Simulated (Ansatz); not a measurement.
Seebeck coefficient (μV/K, mean over directions) of p-type Ta₃N₅ (Cmcm) against carrier density, PBEsol, rigid bands run with Ansatz (a program for electronic structure). Computed gap 1.15 eV; densities at which minority carriers matter at this gap, or further valleys turn the trend, are left out. Conductivity mass 0.60 mₑ (harmonic mean over directions), N_v = 2.3e19 cm⁻³ at 300 K.

| hole density | 300 K | 500 K |
|---|---|---|
| 1e16 cm⁻³ | 896 | 980 |
| 1e17 cm⁻³ | 698 | 781 |
| 1e18 cm⁻³ | 500 | 583 |
| 3e18 cm⁻³ | 406 | 489 |
| 1e19 cm⁻³ | 306 | 386 |
| 3e19 cm⁻³ | 221 | … |
| 1e20 cm⁻³ | 142 | 203 |
| 3e20 cm⁻³ | … | … |
| 1e21 cm⁻³ | 41 | 70 |

**Question.** What belongs in the gaps?

**Answer.** 
- 3e19 cm⁻³, 500 K: 296
- 3e20 cm⁻³, 300 K: 86
- 3e20 cm⁻³, 500 K: 131

Rigid bands with a gap fixed in temperature, one relaxation time for all states, no polarons or phonon drag, and whether or not such doping can be reached. Spin-orbit coupling is left out; with 5d elements it also splits d-like band edges.

Formula and space group known from diffraction (Crystallography Open Database), not checked to be the room-temperature form: Ta3N5 (Cmcm).
